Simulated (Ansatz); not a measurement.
Start from AlN in the wurtzite structure (space group P6_3mc, No. 186; a = 3.114 Å, c = 4.984 Å).

The values are results of Ansatz (an electronic-structure program) PBEsol, no SOC, not measurements.

Before the change:

```
Property       Value
--------  ----------
Band gap     4.09 eV
Density   3.25 g/cm³
```

One thing is altered: a negative pressure, −1 GPa.

Q: What does the calculation give for the band gap after the change?

A: The band gap decreases by 0.04 eV to 4.05 eV.

Q: Estimate the effect on the density.

A: The density drops by 0.016 g/cm³ (3.25 g/cm³ → 3.24 g/cm³).

Load acts through the strain it causes; cell and atoms are relaxed under it. Stability against distortions was not tested.
